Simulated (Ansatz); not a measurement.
The starting structures come from a database of crystals and need not be the phases stable at ambient conditions.

 Where the default PAW files enter, the runs use the earlier of Ansatz's two default sets.

Tunnelling through a barrier is set by its complex band structure: the current falls as exp(−2κd) with the smallest κ.

Here is the system:

```
Be2CsBF2O3
1.0
    4.48253     0.00000     0.00000
    2.24127     7.48455     0.00000
    2.24126     0.67115     3.82353
Cs Be B O F
1 2 1 3 2
Direct
  0.00000   0.00000   0.00000
  0.80807   0.57580   0.80807
  0.19193   0.42420   0.19193
  0.50000   0.50000   0.50000
  0.50000   0.50000   0.19134
  0.80866   0.50000   0.50000
  0.19133   0.50000   0.80866
  0.73762   0.78715   0.73762
  0.26238   0.21285   0.26238
```

Space group of this cell: R32. The cell is taken as given; by r2SCAN its mean pressure is -2.8 GPa.

Transport runs along the normal of the first two printed cell vectors, the (101) plane of the conventional cell.

No gap correction and no spin-orbit coupling; mid-gap values are interpolated between computed energies.

Estimate the band gap and the smallest decay constant κ at mid-gap that r2SCAN in Ansatz (a quantum-chemistry and plane-wave program) returns for this system.

Gap 6.44 eV on a 8×8×8 mesh; κ = 0.495 1/Å, at the zone centre.
